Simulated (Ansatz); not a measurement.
The reference is InSb in the zinc blende structure (space group F-43m, No. 216; a = 6.519 Å). Axes: x, y, z lie along the cube axes.

Computed with Ansatz (an electronic-structure program) PBEsol, no SOC.

Base values:

- Volume per atom: 34.63 Å³
- Pressure: 0.0 GPa

The change: biaxial strain +2.50 %, plane normal [001], relaxed out of plane (Cartesian); in-plane vectors clamped, the third vector and the atoms free.

Q: What happens to the volume per atom, pressure and energy relative to the base?

A: The volume per atom increases by 0.74 Å³ (34.63 Å³ → 35.37 Å³); the pressure (mean of the normal stresses, compression positive) goes from zero to -0.9 GPa; the energy increases by 7.4 meV/atom.

Stability against distortions was not tested. The final runs are not spin-polarised.
